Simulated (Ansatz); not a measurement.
zinc-blende ZnS (0 0 1) on cubic SrTiO3 (0 0 1) (film strained to the substrate, started from cuts of the bulks and a machine-learned relaxation; metallic at this level, with no gap by band count; slabs Sr3Ti4O11 and S6Zn5, which can lie off the formulas)

A periodic stack without vacuum, zinc-blende ZnS (0 0 1) on cubic SrTiO3 (0 0 1) (film strained to the substrate, started from cuts of the bulks and a machine-learned relaxation; metallic at this level, with no gap by band count; slabs Sr3Ti4O11 and S6Zn5, which can lie off the formulas): substrate slab Sr3Ti4O11, film S6Zn5, surface cells [[0, 1], [-1, 0]] and [[1, 0], [1, 1]], film strained by +2.3 and +2.3 %, outermost planes OTi/OTi and S/S as cut, which need not be the usual terminations and can put a slab off its formula.

The start was prepared with a machine-learned potential, and the result is one local minimum, with the in-plane cell held and forces under 0.04 eV/Å; the film can end far from its bulk form.

The numbers are results of PBE (plane waves to 420 eV, PAW; Ansatz, a quantum-chemistry and plane-wave program), not measurements. Scalar-relativistic, without spin–orbit coupling; the runs are not spin-polarised; PBE gaps are too small against experiment. Its k-point mesh 6×6×1, Fermi–Dirac width 0.05 eV.

The interface area is 15.5 Å². The period comes out as 30.06 Å and the heights between the nearest atoms of the two slabs at the two interfaces is 2.64 and 2.65 Å. The S–Ti contacts across the interfaces within 1.22 times the sum of covalent radii is 2, mean 2.65 Å.

```xyz
29
Lattice="3.9342 -0.0014 -0.1900 -0.0016 3.9359 -0.1034 -0.4411 -1.1037 30.1584" Properties=species:S:1:pos:R:3 pbc="T T T"
Sr     3.2726    -0.3784     2.9670
Ti     1.1733     1.5001     1.1521
O      3.2774     1.5986     1.0630
O      1.2893    -0.3519     1.2160
O      1.3947     1.6600     3.0682
Sr     3.4726    -0.2232     6.9537
Ti     1.3951     1.6495     5.0379
O      3.4548     1.7096     4.9406
O      1.4877    -0.2593     5.0834
O      1.5824     1.7417     6.9906
Sr     3.6648    -0.0685    10.9429
Ti     1.5877     1.8423     8.9588
O      3.6452     1.7728     8.8527
O      1.6780    -0.1932     8.9972
O      1.7756     1.8228    10.9126
Ti     1.7485     1.9969    12.8458
O      3.8432     1.8813    12.7215
O      1.8551    -0.1075    12.8766
S      0.1981     0.0411    18.2103
S      2.0328     1.9352    15.4803
S      0.4653     0.1851    23.4554
S      2.2987     2.0790    20.6853
S      0.7297     0.3647    28.6581
S      2.5628     2.2298    25.9300
Zn     0.2663     2.0429    19.4451
Zn     2.0967    -0.0028    16.7223
Zn     0.5332     2.1888    24.7387
Zn     2.3687     0.1457    22.0486
Zn     2.6403     0.2967    27.3748
```
